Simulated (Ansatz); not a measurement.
# How far PBE and r2SCAN part for hypothetical ReO3 type ScCl3, pressure −2 GPa

Start from ScCl3 in the ReO3 type structure (space group Pm-3m, No. 221; a = 4.987 Å; a hypothetical phase, not in the database extracts checked).

(Cell as relaxed with PBE.)

Levels (all Ansatz, an electronic-structure program, PAW): PBE (420 eV, spin-orbit coupling left out); r2SCAN (500 eV, no spin-orbit coupling).

Each level relaxes its own structure.

```
base                      PBE    r2SCAN
-------------------  --------  --------
volume per atom      31.00 Å³  30.56 Å³
lattice parameter a   4.987 Å   4.963 Å
band gap              2.64 eV   3.05 eV
```

One thing is altered: hydrostatic tension (pressure −2 GPa).

```json
[
 {"quantity": "shortest interatomic distance", "PBE": "2.538 Å", "r2SCAN": "2.522 Å"},
 {"quantity": "mean gap deformation potential ΔEg/Δln V", "PBE": "-1.4 eV", "r2SCAN": "-1.5 eV"}
]
```

PBE's shortest interatomic distance lies 0.016 Å above r2SCAN's (0.6 %). Neither level is exact; r2SCAN is the comparison here, not a measurement.

Load acts through the strain it causes; cell and atoms are relaxed under it. Stability against distortions was not tested. All final runs are without spin polarisation.
